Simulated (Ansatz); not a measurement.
Amorphous Zr₂₀O₄₁Be, 62 atoms at 5.24 g/cm³, one PBE-relaxed geometry, zone centre. Methods: PBE, scalar-relativistic without spin-orbit coupling (Ansatz, a first-principles code); r2SCAN, scalar-relativistic without spin-orbit coupling (Ansatz); HSE06, scalar-relativistic without spin-orbit coupling (Ansatz). Plane waves to 420 eV (r2SCAN 500 eV); exact exchange is cut at the cell's faces. At PBE the levels at the filled edge of the gap are localised (band-tail or defect states). All rungs ran without spin polarisation.

It comes from a melt-quench run on a machine-learned potential (CHGNet), relaxed afterwards by DFT. O atoms were pushed apart under 1.9 Å during the dynamics, to hinder bonds among them. The hot cell started wider than the set density and was brought back towards it in steps. It is the lowest in DFT energy of 2 quenches. It is a model cell: composition and starting density were chosen by hand, and all elements were melted together. No dispersion term was used. Its density started from a set value of 5.24 and ended at 5.24 g/cm³. The simulated quench (nominally 450 K/ps over its main leg) is rapid and tends to freeze in more defects than a deposited or slowly cooled glass has. A cell of this size samples the disorder only roughly. The volume was held where the preparation left it and the shape relaxed, at a PBE pressure of 2.3 GPa. Stress components on the final sampling reach 2.3 GPa.

The relaxation ran on the zone centre alone. At PBE the level gap is 3.45 eV on a 2×2×2 Γ-centred mesh, and the spacing at the zone centre alone 3.54 eV.

**Question.** What zone-centre spacing does r2SCAN give, roughly?

**Answer.** 4.00 eV (+0.46 eV against PBE).

**Question.** What zone-centre spacing does HSE06 give, roughly?

**Answer.** 5.10 eV (+1.56 eV against PBE).

The highest filled and the lowest empty state spread over these numbers of atoms (participation numbers): PBE: 5.4 and 14.5; r2SCAN: 5.2 and 15.1; HSE06: 5.4 and 16.0.
